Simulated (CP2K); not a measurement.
**Worked example: self-consistent single point of Te₄MoW₃S₄ (P3m1, 12 atoms in the cell) in CP2K**

Method of the run: PBEsol, GPW, DZVP-MOLOPT-SR-GTH basis, GTH-PBE potentials (GTH_POTENTIALS) (CP2K).

The input file:

```
&GLOBAL
  PROJECT calc
  RUN_TYPE ENERGY_FORCE
  PRINT_LEVEL LOW
&END GLOBAL
&FORCE_EVAL
  METHOD Quickstep
  STRESS_TENSOR ANALYTICAL
  &DFT
    BASIS_SET_FILE_NAME BASIS_MOLOPT
    POTENTIAL_FILE_NAME GTH_POTENTIALS
    &QS
      METHOD GPW
      EPS_DEFAULT 1E-10
    &END QS
    &MGRID
      CUTOFF 500
      REL_CUTOFF 60
      NGRIDS 5
    &END MGRID
    &SCF
      SCF_GUESS ATOMIC
      EPS_SCF 1E-6
      MAX_SCF 100
      ADDED_MOS 17
      &DIAGONALIZATION
        ALGORITHM STANDARD
      &END DIAGONALIZATION
      &MIXING
        METHOD BROYDEN_MIXING
        ALPHA 0.2
        NBUFFER 12
        BETA 1.5
      &END MIXING
      &SMEAR ON
        METHOD GAUSSIAN
        SIGMA [eV] 0.05
      &END SMEAR
    &END SCF
    &KPOINTS
      SCHEME MONKHORST-PACK 12 12 1
      GAMMA_CENTERED T
    &END KPOINTS
    &XC
      &XC_FUNCTIONAL
        &PBE
          PARAMETRIZATION PBESOL
        &END PBE
      &END XC_FUNCTIONAL
    &END XC
    &PRINT
      &MO
        EIGENVALUES T
        OCCUPATION_NUMBERS T
        NDIGITS 8
        FILENAME mo
        &EACH
          QS_SCF 0
        &END EACH
        ADD_LAST NUMERIC
      &END MO
      &MULLIKEN OFF
      &END MULLIKEN
    &END PRINT
  &END DFT
  &SUBSYS
    &CELL
      A 3.36175000 0.00000000 0.00000000
      B -1.68087500 2.91136100 0.00000000
      C 0.00000000 0.00000000 38.32633000
      PERIODIC XYZ
    &END CELL
    &COORD
      Te       0.00000000     0.00000000    12.70249555
      Te       0.00000000     0.00000000    27.10361405
      Te       0.00000000     0.00000000     8.89899056
      Te       0.00000000     0.00000000    23.29819274
      Mo       0.00000000     0.00000000    18.00072741
      W        0.00000000     0.00000000     3.59845912
      W       -0.00000168     1.94090830    10.79997653
      W       -0.00000168     1.94090830    25.20186155
      S       -0.00000168     1.94090830     2.08111972
      S       -0.00000168     1.94090830    16.49335285
      S       -0.00000168     1.94090830     5.11656505
      S       -0.00000168     1.94090830    19.50848523
    &END COORD
    &KIND Te
      BASIS_SET DZVP-MOLOPT-SR-GTH-q6
      POTENTIAL GTH-PBE-q6
    &END KIND
    &KIND Mo
      BASIS_SET DZVP-MOLOPT-SR-GTH-q14
      POTENTIAL GTH-PBE-q14
    &END KIND
    &KIND W
      BASIS_SET DZVP-MOLOPT-SR-GTH-q14
      POTENTIAL GTH-PBE-q14
    &END KIND
    &KIND S
      BASIS_SET DZVP-MOLOPT-SR-GTH-q6
      POTENTIAL GTH-PBE-q6
    &END KIND
  &END SUBSYS
  &PRINT
    &FORCES ON
    &END FORCES
    &STRESS_TENSOR ON
    &END STRESS_TENSOR
  &END PRINT
&END FORCE_EVAL
```

The program printed (abridged):

```
 GLOBAL| Method name                                                        CP2K
 GLOBAL| Project name                                                       calc
 GLOBAL| Run type                                                   ENERGY_FORCE

 TOTAL NUMBERS AND MAXIMUM NUMBERS

  Total number of            - Atomic kinds:                                   4
                             - Atoms:                                         12
                             - Shell sets:                                    12
                             - Shells:                                        72
                             - Primitive Cartesian functions:                 61
                             - Cartesian basis functions:                    236
                             - Spherical basis functions:                    208

  Maximum angular momentum of- Orbital basis functions:                        3
                             - Local part of the GTH pseudopotential:          2
                             - Non-local part of the GTH pseudopotential:      4

 SCF PARAMETERS         Density guess:                                    ATOMIC
                        max_scf:                                             100
                        max_diis:                                              4
                        eps_scf:                                        1.00E-06
                        eps_diis:                                       1.00E-01
                        eps_eigval:                                     1.00E-05
                        level_shift [a.u.]:                             0.000000
                        added MOs                                        17    0
                        Mixing method:                            BROYDEN_MIXING
                                                charge density mixing in g-space
                        Smear method:                                   GAUSSIAN
                        Smearing width (sigma) [a.u.]:                  1.84E-03
                        Accuracy threshold:                             1.00E-10
                        No outer SCF

 Extrapolation method: initial_guess

 Number of electrons:                                                        104
 Number of occupied orbitals:                                                 52
 Number of molecular orbitals:                                                69

 Number of orbital functions:                                                208
 Number of independent orbital functions:                                    208

 SCF WAVEFUNCTION OPTIMIZATION

  Step     Update method      Time    Convergence         Total energy    Change
     1 NoMix/Diag. 0.20E+00      -     1.48721972      -347.8041348532 -3.48E+02
     2 Broy./Diag. 0.20E+00      -     0.10282933      -350.0210653867 -2.22E+00
     3 Broy./Diag. 0.20E+00      -     0.23148207      -348.4536777156  1.57E+00
     4 Broy./Diag. 0.20E+00      -     0.11238562      -346.8148581839  1.64E+00
     5 Broy./Diag. 0.20E+00      -     0.10983285      -346.5749501493  2.40E-01
     6 Broy./Diag. 0.20E+00      -     0.10537017      -345.8956418585  6.79E-01
     7 Broy./Diag. 0.20E+00      -     0.00799132      -346.1675539224 -2.72E-01
   [... 25 lines left out ...]
    33 Broy./Diag. 0.20E+00      -     0.00000288      -346.1376406526  2.31E-05
    34 Broy./Diag. 0.20E+00      -     0.00000143      -346.1376287289  1.19E-05
    35 Broy./Diag. 0.20E+00      -     0.00000146      -346.1376385094 -9.78E-06
    36 Broy./Diag. 0.20E+00      -     0.00000116      -346.1376468831 -8.37E-06
    37 Broy./Diag. 0.20E+00      -     0.00000091      -346.1376484613 -1.58E-06

  *** SCF run converged in    37 steps ***

  Electronic density on regular grids:       -103.9999999996        0.0000000004
  Core density on regular grids:              103.9999999861       -0.0000000139
  Total charge density on r-space grids:       -0.0000000135
  Total charge density g-space grids:          -0.0000000135

  Overlap energy of the core charge distribution:               0.00000001578444
  Self energy of the core charge distribution:               -603.11718884834022
  Core Hamiltonian energy:                                    131.04765240923345
  Hartree energy:                                             172.78096444315869
  Exchange-correlation energy:                                -46.84899682857734
  Smearing free energy correction:                             -0.00007965255710
  Fermi energy:                                                 0.15893500496148

  Total energy:                                              -346.13764846131778
  Total energy (extrapolated to sigma->0):                   -346.13760863503921

 ENERGY| Total FORCE_EVAL ( QS ) energy [hartree]           -346.137645432783643

 FORCES| Atomic forces [hartree/bohr]
 FORCES|   Atom     x               y               z               |f|
 FORCES|      1 -2.39400523E-07  1.28101795E-07  7.74300513E-04   7.74300561E-04
 FORCES|      2 -2.40715245E-07  1.30323143E-07 -1.22650961E-03   1.22650964E-03
 FORCES|      3 -2.40375752E-07  1.29521946E-07 -7.75263509E-04   7.75263557E-04
 FORCES|      4 -2.38995487E-07  1.28274520E-07 -3.78506018E-04   3.78506115E-04
 FORCES|      5 -5.42373600E-07  3.17348700E-07  1.03427711E-04   1.03429619E-04
 FORCES|      6 -5.58975893E-07  3.28597669E-07  7.46517090E-04   7.46517371E-04
 FORCES|      7  4.80345718E-07 -2.57717734E-07  2.69514050E-04   2.69514601E-04
 FORCES|      8  4.81205821E-07 -2.58612157E-07 -6.76550669E-05   6.76572724E-05
 FORCES|      9  2.80313318E-07 -1.63697150E-07  6.08753508E-03   6.08753509E-03
 FORCES|     10  2.71570879E-07 -1.57407206E-07  2.60449940E-03   2.60449942E-03
 FORCES|     11  2.78900626E-07 -1.66111231E-07 -5.43791721E-03   5.43791722E-03
 FORCES|     12  2.70987799E-07 -1.60061845E-07 -2.70307379E-03   2.70307381E-03
 FORCES| Sum     2.48766249E-09 -1.43954829E-09 -3.13136542E-06
 FORCES| Total atomic force                                       3.13136674E-06

 STRESS| Analytical stress tensor [bar]
 STRESS|                        x                   y                   z
 STRESS|      x       -1.53632153579E+04  -1.80222003792E-01  -7.53803444289E-04
 STRESS|      y       -1.80222003792E-01  -1.53634079887E+04   2.80943519202E-03
 STRESS|      z       -7.53803444289E-04   2.80943519202E-03  -1.28231901800E+04
 STRESS| 1/3 Trace                                            -1.45166045089E+04
```

The run converged in 37 iterations.

The starting cell comes from a database of computed structures (which also holds hypothetical and non-ambient phases and stackings), without a prior relaxation at this level. Spin polarisation is off. Values carry the incompleteness of an atom-centred basis. The potentials were made for another functional than the one used.

Cost on one core of a shared machine: roughly 7 min.
